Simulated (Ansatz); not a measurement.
The parent structure is KMgF$_{3}$ in the cubic perovskite structure (space group Pm-3m, No. 221; a = 3.9913 Å). Axes: x, y, z lie along the cube axes.

The values are results of PBEsol/PAW in Ansatz (a first-principles code), no spin-orbit coupling, not measurements.

Base values:

| Property | Result |
|---|---|
| Electron mass | 0.51 mₑ (at Γ) |
| Band gap | 7.12 eV |
| Volume per atom | 12.72 Å³ |

It is then changed as follows: biaxial strain −2.40 %, plane normal [001], relaxed out of plane (Cartesian); in-plane vectors clamped, the third vector and the atoms free.

Task: How does this affect the electron mass?

Result: The electron mass is still 0.51 mₑ (at Γ).

Task: Estimate the effect on the energy relative to the base.

Result: The energy increases by 7.7 meV/atom.

Task: How does this affect the band gap?

Result: The band gap grows by 0.22 eV, from 7.12 eV to 7.34 eV.

Task: Estimate the effect on the volume per atom.

Result: The volume per atom drops by 0.424 Å³ (12.72 Å³ → 12.29 Å³).

Effective masses come from finite differences of ±0.01 Å⁻¹. No phonon test of stability was made.
